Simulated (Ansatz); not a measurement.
The parent structure is Nb in the bcc (W type) structure (space group Im-3m, No. 229; relaxed with 0.1 eV smearing).

```xyz
1
Lattice="-1.6522 1.6522 1.6522 1.6522 -1.6522 1.6522 1.6522 1.6522 -1.6522" Properties=species:S:1:pos:R:3 pbc="T T T"
Nb     0.0000     0.0000     0.0000
```

Cartesian axes are those of the cell as printed.

Level of theory: DFT with r2SCAN, PAW potentials and a 500 eV plane-wave cutoff in Ansatz (a quantum-chemistry and plane-wave program), no spin-orbit coupling.

Strains are applied to the cell and any free atomic positions relax; under biaxial strain the out-of-plane vector relaxes too.

One change was made to it. Results:

```json
[
 {"quantity": "energy relative to the base (free energy F)", "base": "0 meV/atom", "after": "+0.7 meV/atom"},
 {"quantity": "pressure (mean of the normal stresses, compression positive)", "base": "0.0 GPa", "after": "-0.8 GPa"},
 {"quantity": "volume per atom", "base": "18.04 Å³", "after": "18.12 Å³"}
]
```

Name the change that was made.
A. biaxial strain +1.50 %, plane normal [001], relaxed out of plane
B. biaxial strain +3.00 %, plane normal [001], relaxed out of plane
C. biaxial strain +2.50 %, plane normal [001], relaxed out of plane
D. biaxial strain +2.00 %, plane normal [001], relaxed out of plane
E. biaxial strain +0.50 %, plane normal [001], relaxed out of plane

E, biaxial strain +0.50 %, plane normal [001], relaxed out of plane. For comparison, the energy relative to the base in the other runs: biaxial strain +2.50 %, plane normal [001], relaxed out of plane gives +15 meV/atom; biaxial strain +3.00 %, plane normal [001], relaxed out of plane gives +20 meV/atom; biaxial strain +2.00 %, plane normal [001], relaxed out of plane gives +9.6 meV/atom; biaxial strain +1.50 %, plane normal [001], relaxed out of plane gives +5.6 meV/atom.

Stability against distortions was not tested. All final runs are without spin polarisation.
